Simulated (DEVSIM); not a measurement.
Structure: abrupt GaAs n-p junction, at 300 K.

```csv
layer (left to right),material,thickness (μm),Nd (cm⁻³),Na (cm⁻³),τn (s),τp (s)
1,GaAs,2.60,1.8e15,-,7.9e-9,7.9e-9
2,GaAs,8.80,-,1.6e17,7.9e-9,7.9e-9
```

Left contact: ohmic. Right contact: ohmic. Voltage is applied to the left contact. Recombination: SRH at mid-gap, Auger. Mobility is constant in doping.

Constants are typed, rounded textbook-type inputs, not results; the design itself was drawn at random and stands for no fabricated device. Values at 300 K.

```csv
parameter,GaAs
gap (eV),1.424
affinity (eV),4.07
permittivity,12.9
Nc (cm⁻³),4.7e17
Nv (cm⁻³),9e18
μn (cm²/Vs),8500
μp (cm²/Vs),400
Cn (cm⁶/s),1e-30
Cp (cm⁶/s),1e-30
```

DEVSIM, 1D drift-diffusion, Boltzmann statistics, complete ionisation; no tunnelling, impact ionisation, image-force lowering or self-heating.

The doping Nd of layer 1 was swept, all else fixed.

| doping Nd of layer 1 (cm^-3) | potential step across the device at zero bias (V) | largest field in the device at zero bias (V/cm) | dark forward voltage at 100 A/cm² (V) | dark forward voltage at 1 A/cm² (V) |
|---|---|---|---|---|
| 5.4e13 | 1.085 | 21000 | 1.136 | 0.910 |
| 1.8e14 | 1.116 | 22000 | 1.136 | 0.934 |
| 5.4e14 | 1.145 | 23000 | 1.139 | 0.958 |
| 1.8e15 | 1.176 | 29000 | 1.145 | 0.987 |
| 5.4e15 | 1.204 | 42000 | 1.153 | 1.012 |
| 1.8e16 | 1.235 | 73000 | 1.165 | 1.036 |
| 5.4e16 | 1.264 | 120000 | 1.174 | 1.050 |

From the first row to the last the potential step across the device at zero bias goes from 1.085 to 1.264. From the first row to the last the largest field in the device at zero bias goes from 21000 to 120000.
